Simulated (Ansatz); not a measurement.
Consider SrTiO3 in the cubic perovskite structure (space group Pm-3m, No. 221; a = 3.854 Å). Axes: x, y, z lie along the cube axes.

All numbers come from plane-wave PAW DFT at the LDA level (Ansatz, an electronic-structure program, 420 eV), spin-orbit coupling left out.

Strains are applied to the cell and any free atomic positions relax; under biaxial strain the out-of-plane vector relaxes too.

One change was made to it. Results:

The smallest direct gap decreases by 0.13 eV (2.17 eV → 2.04 eV); the shortest interatomic distance falls by 0.030 Å (1.927 Å → 1.897 Å); the energy grows by 25 meV/atom.

Question: What was done to the base?
(A) biaxial strain +2.40 %, plane normal [001], relaxed out of plane
(B) biaxial strain +0.60 %, plane normal [001], relaxed out of plane
(C) biaxial strain +3.00 %, plane normal [001], relaxed out of plane

Answer: C, biaxial strain +3.00 %, plane normal [001], relaxed out of plane. For comparison, the energy relative to the base in the other runs: biaxial strain +0.60 %, plane normal [001], relaxed out of plane gives +1.0 meV/atom; biaxial strain +2.40 %, plane normal [001], relaxed out of plane gives +16 meV/atom.

No phonon test of stability was made. All final runs are without spin polarisation. Many cubic perovskites are stable only at high temperature; tilts and polar distortions were not tested.
